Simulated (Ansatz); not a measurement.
Base system: Bi₂Te₃ in the Bi2Te3 type structure (space group R-3m, No. 166; a = 4.315 Å, c = 29.619 Å (hexagonal axes)).

It is then changed as follows: a hydrostatic pressure of 5 GPa.

Computed with Ansatz (a quantum-chemistry and plane-wave program), PBEsol-D3(BJ), PAW, cutoff 420 eV, no spin-orbit coupling.

Base, band edges from the VBM (valence, conduction): Γ 0.00, 0.18; F -0.97, 0.63; S₂ -0.67, 0.93; S₀ -0.67, 0.93; L -0.50, 0.43; H₀ -0.85, 1.13; H₂ -0.85, 1.13; T -0.54, 0.88 eV.

Q: Give the band edges at the high-symmetry points of the new zone, measured from its valence-band maximum.

A: 
| point | valence edge (eV) | conduction edge (eV) |
|---|---|---|
| Γ | 0.00 | 0.19 |
| T | -0.67 | 1.01 |
| H₂ | -1.11 | 0.92 |
| H₀ | -1.11 | 0.92 |
| L | -0.55 | 0.26 |
| S₀ | -0.83 | 0.59 |
| S₂ | -0.83 | 0.59 |
| F | -1.19 | 0.14 |

The gap is 0.14 eV, indirect, Γ → F.

Spin-orbit coupling, missing from the scalar runs, can matter with Bi and Te. Load acts through the strain it causes; cell and atoms are relaxed under it. Stability against distortions was not tested. No other phases were tried under pressure. The zero or small gap of Bi2Te3 can change with the level of theory.
